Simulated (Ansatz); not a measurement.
Base system: CdS in the zinc blende structure (space group F-43m, No. 216; a = 5.8243 Å). Axes: x, y, z lie along the cube axes.

Method: PBEsol, PAW, 420 eV (Ansatz, a program for electronic structure; no spin-orbit coupling).

Strains are applied to the cell and any free atomic positions relax; under biaxial strain the out-of-plane vector relaxes too.

One change was made to it. Results:

The energy goes up by 3.7 meV/atom; the band gap drops by 0.08 eV (1.01 eV → 0.93 eV); the pressure (mean of the normal stresses, compression positive) goes from zero to -1.49 GPa.

### Question
Which change produced these results?
A) uniaxial strain ε_zz = −1.83 %
B) uniaxial strain ε_yy = +2.57 %
C) isotropic strain +5.91 %
D) isotropic strain +1.32 %
E) biaxial strain −2.75 %, plane normal [110], relaxed out of plane

### Answer
B, uniaxial strain ε_yy = +2.57 %. For comparison, the energy relative to the base in the other runs: uniaxial strain ε_zz = −1.83 % gives +1.9 meV/atom; isotropic strain +1.32 % gives +7.1 meV/atom; biaxial strain −2.75 %, plane normal [110], relaxed out of plane gives +10 meV/atom; isotropic strain +5.91 % gives +121 meV/atom.

Stability against distortions was not tested.
